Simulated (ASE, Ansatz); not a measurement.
One thermal frame of composition Li2ClF, cell Li24Cl12F12, held well above this temperature first, at a temperature that wasn't checked against the liquidus, so perhaps supercooled [in the CHGNet run: it was liquid; mean temperature 737 K (target 700 K); density 1.47 g/cm³, volume -3 % from the start cell's], 700 K, computed in Ansatz (plane waves, PAW) at several levels on the same positions and k-sampling (Γ only); no spin polarisation or spin-orbit coupling.

Warnings of the HSE06 run: stress exchange threshold loose, stress scf threshold loose. Warnings of the PBE0 run: stress exchange threshold loose, stress scf threshold loose. 

The frame comes from MD with CHGNet (ASE). The base level is PBE (cutoff 420 eV), whose static pressure on this k-sampling is -1.0 GPa. On the run's last frame a denser k-mesh moved the forces by 0.003 eV/Å rms, the static pressure by -0.02 GPa and the free energy by -1 meV/atom, which is about how far such values are converged. CHGNet's forces on these frames are only 0.81 times the DFT ones, so the atoms are displaced more than DFT's own dynamics would at this temperature. That check is the base level's; hybrids converge more slowly with the size of the cell. Differences between levels on one k-sampling err less than the absolute values. Cutoffs of the other levels: 500 eV for r2SCAN, the files' default (420 eV for most) otherwise. Volume per atom 19.35 Å³.

```csv
level,static pressure less the base's (GPa),rms force change from the base (eV/Å),gap at the supercell's Γ (eV),cost
PBE,0,0,4.16,(base)
r2SCAN,[?],0.03,[?],around 80 core-seconds (rough)
HSE06,[?],[?],[?],very roughly 3 core-minutes
PBEsol,[?],[?],4.12,about 15 core-seconds (a rough figure)
LDA,[?],0.10,[?],around 11 core-seconds (rough)
PBE0,[?],[?],[?],around 2.9 core-minutes (rough)
```

Complete the blanks.


- r2SCAN, static pressure less the base's (GPa): -0.8
- r2SCAN, gap at the supercell's Γ (eV): 4.72
- HSE06, static pressure less the base's (GPa): -0.6
- HSE06, rms force change from the base (eV/Å): 0.05
- HSE06, gap at the supercell's Γ (eV): 5.45
- PBEsol, static pressure less the base's (GPa): -0.8
- PBEsol, rms force change from the base (eV/Å): 0.03
- LDA, static pressure less the base's (GPa): -2.4
- LDA, gap at the supercell's Γ (eV): 3.87
- PBE0, static pressure less the base's (GPa): -0.7
- PBE0, rms force change from the base (eV/Å): 0.05
- PBE0, gap at the supercell's Γ (eV): 6.20

Ansatz is a program for electronic structure.
